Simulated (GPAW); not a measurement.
Input and output of a self-consistent single point for NiGePd (P1, 6 atoms in the cell) (GPAW).

Computed with PBEsol, GPAW PAW datasets PBEsol (made by gpaw-setup) (plane waves; GPAW 25.7.0).

The change in words: atoms moved at random. Reference geometry:
```
NiGePd
1.0
    3.66721     0.00000     0.00000
    0.00000     3.66721     0.00000
    0.00000     0.00000     6.31577
Ni Ge Pd
2 2 2
Direct
  0.50000   0.50000   0.00000
  0.00000   0.00000   0.00000
  0.50000   0.00000   0.24401
  0.00000   0.50000   0.75599
  0.50000   0.00000   0.63975
  0.00000   0.50000   0.36025
```

Reference input (self-consistent single point, DFT PBEsol, plane waves, GPAW PAW datasets PBEsol (made by gpaw-setup)): mode = pw; ecut = 800 eV; xc = PBEsol; kpts = 6 6 4; mesh shift (steps) = 0 0 0; occupations.name = methfessel-paxton; occupations.width = 0.1 eV; occupations.order = 0; nbands = -10; symmetry.symmorphic = false; symmetry.tolerance = 0.0005; maxiter = 150. This run's input differs from it in these lines:

```diff
@@ -8,8 +8,8 @@
                     [0.000000, 0.000000, 6.315771]],
-              scaled_positions=[[0.500000, 0.500000, 0.000000],
-                                [0.000000, 0.000000, 0.000000],
-                                [0.500000, 0.000000, 0.244010],
-                                [0.000000, 0.500000, 0.755990],
-                                [0.500000, 0.000000, 0.639750],
-                                [0.000000, 0.500000, 0.360250]],
+              scaled_positions=[[0.504519, 0.495279, 0.004339],
+                                [0.016041, 0.000975, 0.003947],
+                                [0.484819, 0.004524, 0.227648],
+                                [-0.000129, 0.491799, 0.754436],
+                                [0.490154, 0.002681, 0.642498],
+                                [0.004596, 0.504742, 0.367132]],
               pbc=True)
```

Log, with long lists cut:

```
     iter     time        total  log10-change:
                         energy   eigst   dens
iter:   1 --:--:--   -52.770069
iter:   2 --:--:--   -41.685195   -0.34  -1.20
iter:   3 --:--:--   -38.249449   -0.62  -1.35
iter:   4 --:--:--   -37.827514   -1.65  -1.49
iter:   5 --:--:--   -38.097175   -1.24  -1.59
iter:   6 --:--:--   -38.124703   -2.39  -1.78
iter:   7 --:--:--   -37.657795   -1.80  -1.85
iter:   8 --:--:--   -37.672824   -2.61  -2.30
iter:   9 --:--:--   -37.662699c  -2.69  -2.40
iter:  10 --:--:--   -37.640437c  -3.00  -2.45
iter:  11 --:--:--   -37.640430c  -4.45  -2.83
iter:  12 --:--:--   -37.639928c  -3.62  -2.88
iter:  13 --:--:--   -37.639295c  -4.73  -3.10
iter:  14 --:--:--   -37.639279c  -5.05  -3.31
iter:  15 --:--:--   -37.639065c  -5.40  -3.44
iter:  16 --:--:--   -37.639051c  -6.46  -3.80
iter:  17 --:--:--   -37.639045c  -5.91  -3.88
iter:  18 --:--:--   -37.639047c  -6.58  -4.19c
iter:  19 --:--:--   -37.639048c  -6.96  -4.29c
iter:  20 --:--:--   -37.639048c  -7.50c -4.39c
Converged after 20 iterations.

Dipole moment: (-1.257405, -0.708622, -1.523964) |e|*Ang

Energy contributions relative to reference atoms: (reference = -471097.897908)

Kinetic:        +23.343891
Potential:      -25.505774
External:        +0.000000
XC:             -35.304945
Entropy (-ST):   -0.003975
Local:           -0.170232
SIC:             +0.000000
--------------------------
Free energy:    -37.641035
Extrapolated:   -37.639048

Showing only first 2 kpts
 Kpt  Band  Eigenvalues  Occupancy
  0    34      8.75008    2.00000
  0    35      8.92965    2.00000
  0    36      8.95251    2.00000
  0    37     12.95795    0.00000

  1    34      8.75239    2.00000
  1    35      9.61192    0.00188
  1    36      9.62922    0.00080
  1    37     12.10169    0.00000

Fermi level: 9.39214

No gap
   [... lines left out ...]
  0 Ni    0.14902    0.33761   -0.59587
  1 Ni   -1.08401   -0.22350   -0.71155
  2 Ge    0.93658   -0.24214    1.77513
  3 Ge    0.00763    0.21662    0.19249
  4 Pd    0.16046   -0.08773   -0.28108
  5 Pd   -0.16656   -0.00126   -0.37589

Stress tensor:
     0.045415    -0.000233    -0.009223
    -0.000233     0.047097     0.004906
    -0.009223     0.004906     0.051742
Stress (GPa, Voigt): [ 7.2763  7.5457  8.2899  0.786  -1.4778 -0.0373]
```

The run converged in 20 iterations. GPAW prints stress with tension positive. Against the reference run the free energy rises by 30.3 meV/atom, the pressure goes from -9.32 to -7.70 GPa and the largest force goes from 0.071 to 2.022 eV/Å.

The starting cell comes from a database of computed structures (which also holds hypothetical and non-ambient phases and stackings), without a prior relaxation at this level. Its lattice was rescaled by a random factor within 2.5 % of one. For this run, on top of that: atoms moved at random. Spin polarisation is off. With a pressure of about -8 GPa the cell is away from its equilibrium volume at this level. Forces in this geometry exceed 1 eV/Å.

Cost on one core of a shared machine: roughly 6 min.
